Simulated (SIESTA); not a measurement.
Worked example: self-consistent single point of Fe (Im-3m, 1 atom in the cell) in SIESTA.

Method of the run: GGA PBEsol, numerical atomic orbitals TZP, PseudoDojo PBEsol standard norm-conserving potentials (rewritten from UPF to PSML) in SIESTA.

```
CELL_PARAMETERS angstrom
     -1.43500     1.43500     1.43500
      1.43500    -1.43500     1.43500
      1.43500     1.43500    -1.43500
ATOMIC_POSITIONS crystal
  Fe 0.00000 0.00000 0.00000
```
Moments meant for the start (each program seeds them in its own way; μB, in the order of the atoms Fe): 2.5.

Reference input (self-consistent single point, DFT, GGA PBE, numerical atomic orbitals TZP, PseudoDojo PBE standard norm-conserving potentials (rewritten from UPF to PSML)): XC.functional = GGA; XC.authors = PBE; potentials = PseudoDojo PBE standard; PAO.BasisSize = TZP; PAO.EnergyShift = 0.005 Ry; MeshCutoff = 400 Ry; kgrid.MonkhorstPack = 11 11 11; OccupationFunction = FD; ElectronicTemperature = 100 meV; Spin = polarized; DM.InitSpin = [1 +2.50]; MaxSCFIterations = 150. This run's input differs from it in these lines:

```diff
@@ -1,2 +1,2 @@
-# files in the folder: Fe.psml (PseudoDojo PBE standard)
+# files in the folder: Fe.psml (PseudoDojo PBEsol standard)
 SystemName  Fe
@@ -21,3 +21,3 @@
 XC.functional                GGA
-XC.authors                   PBE
+XC.authors                   PBEsol
 PAO.BasisSize                TZP
```

Output (repeated stretches shortened):

```
        iscf     Eharris(eV)        E_KS(eV)     FreeEng(eV)     dDmax    Ef(eV) dHmax(eV)
   scf:    1    -3396.122790    -3404.827042    -3404.857602  0.489904 -3.888228  9.070020
     spin moment: {S} , |S| = {        0.0        0.0    2.20258 }     2.20258
   scf:    2    -3406.689646    -3405.815988    -3405.847278  0.095169 -4.486946  6.397373
     spin moment: {S} , |S| = {        0.0        0.0    2.22510 }     2.22510
   scf:    3    -3406.983489    -3406.786324    -3406.822092  0.193911 -5.855993  0.503061
     spin moment: {S} , |S| = {        0.0        0.0    2.33529 }     2.33529
   [... lines left out ...]
     spin moment: {S} , |S| = {        0.0        0.0    2.32111 }     2.32111
   scf:   10    -3406.802237    -3406.802236    -3406.837243  0.000044 -5.795642  0.004978
     spin moment: {S} , |S| = {        0.0        0.0    2.32107 }     2.32107
   scf:   11    -3406.802201    -3406.802218    -3406.837244  0.000208 -5.795666  0.000098
     spin moment: {S} , |S| = {        0.0        0.0    2.32160 }     2.32160
   scf:   12    -3406.802217    -3406.802218    -3406.837244  0.000005 -5.795667  0.000090
     spin moment: {S} , |S| = {        0.0        0.0    2.32163 }     2.32163
SCF Convergence by DM+H criterion
max |DM_out - DM_in|         :     0.0000047815
max |H_out - H_in|      (eV) :     0.0000904676
SCF cycle converged after 12 iterations

Using DM_out to compute the final energy and forces

siesta: E_KS(eV) =            -3406.8022

siesta: E_KS - E_eggbox =     -3406.8022

siesta: Atomic forces (eV/Ang):
     1    0.000000    0.000000   -0.000000
   Tot    0.000000    0.000000   -0.000000
   Max    0.000000
   Res    0.000000    sqrt( Sum f_i^2 / 3N )
   Max    0.000000    constrained

Stress tensor Voigt[x,y,z,yz,xz,xy] (kbar):      159.35      159.35      159.35        0.06        0.06        0.06
(Free)E + p*V (eV/cell)    -3408.0128
Target enthalpy (eV/cell)    -3406.8372

siesta: Program's energy decomposition (eV):
siesta: FreeEng =     -3406.837244

siesta: Stress tensor (static) (eV/Ang**3):
   [... lines left out ...]
siesta: Cell volume =         11.819952 Ang**3
siesta:        -159.35035414       -159.35035414  kBar
   [... lines left out ...]
              0.183   0.183   0.603   0.603   0.373   0.603   0.373  -0.077

             -0.077  -0.077  -0.077  -0.077  -0.040  -0.040   0.001  -0.040

              0.001

mulliken: Qtot =        6.839

Mulliken Atomic Populations:
Atom #   charge [q] valence [e]      Sz [e]  Species
     1    -0.000000   16.000000    2.321626  Fe
 Total    -0.000000                2.321626
```

The run converged in 12 iterations. Against the reference run the pressure goes from -6.44 to -15.94 GPa and the size of the net moment goes from 2.37 to 2.32 μB/atom.

The starting cell has typed, rounded lattice constants, without a prior relaxation at this level. With one magnetic atom in the cell only a parallel order is possible. Values carry the incompleteness of an atom-centred basis. With a pressure of about -16 GPa the cell is away from its equilibrium volume at this level.

Cost on one core of a shared machine: roughly 80 s.
